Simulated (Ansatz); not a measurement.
The parent structure is LiNbO3 (space group R3c, No. 161; a = 5.190 Å, c = 14.015 Å (hexagonal axes)).

Level of theory: PBE, PAW, 420 eV (Ansatz, an electronic-structure program; no SOC).

Before the change:

| Property | Value |
|---|---|
| Lattice parameter a | 5.190 Å |

The change: cell and atoms relaxed at a pressure of 0.3 GPa.

What happens to the lattice parameter a?

The lattice parameter a falls by 0.005 Å (5.190 Å → 5.185 Å).

Load acts through the strain it causes; cell and atoms are relaxed under it. Stability against distortions was not tested.
